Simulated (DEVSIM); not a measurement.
Device: abrupt GaAs p-n junction, at 250 K.

Layer 1 from the left is GaAs, thickness (μm) 27.0, Na (cm⁻³) 1.3e15, τn (s) 6e-10, τp (s) 6e-10. Layer 2 from the left is GaAs, thickness (μm) 0.510, Nd (cm⁻³) 6.2e14, τn (s) 6e-10, τp (s) 6e-10.

Left contact: ohmic. Right contact: ohmic. Voltage is applied to the left contact. Recombination: SRH at mid-gap, Auger. Mobility is μmin + (μ − μmin)/(1 + (N/Nref)^α).

This is a model device: material constants are rounded textbook-type values typed into the input, and sizes, dopings and lifetimes were drawn at random. Values at 300 K; Nc and Nv go as T^1.5, mobilities as T to minus their exponent, the gap by Varshni's rule with the affinity fixed.

GaAs: gap (eV) 1.424, affinity (eV) 4.07, permittivity 12.9, Nc (cm⁻³) 4.7e17, Nv (cm⁻³) 9e18, μn (cm²/Vs) 8500, μp (cm²/Vs) 400, μn,min 500, μp,min 20, Nref,n 6e16, Nref,p 1.5e17, αn 0.39, αp 0.38, T exponent of μn 2.1, T exponent of μp 2.2, Cn (cm⁶/s) 1e-30, Cp (cm⁶/s) 1e-30, Varshni α (eV/K) 0.000541, Varshni β (K) 204.

Simulated with DEVSIM: 1D drift-diffusion, Boltzmann statistics, complete ionisation; no tunnelling, impact ionisation, image-force lowering or self-heating.

### Question
What does the simulation give for the potential step across the device at zero bias, the dark forward voltage at 1 A/cm², the largest field in the device at zero bias?

### Answer
potential step across the device at zero bias 1.125 V; dark forward voltage at 1 A/cm² 1.036 V; largest field in the device at zero bias 14000 V/cm.
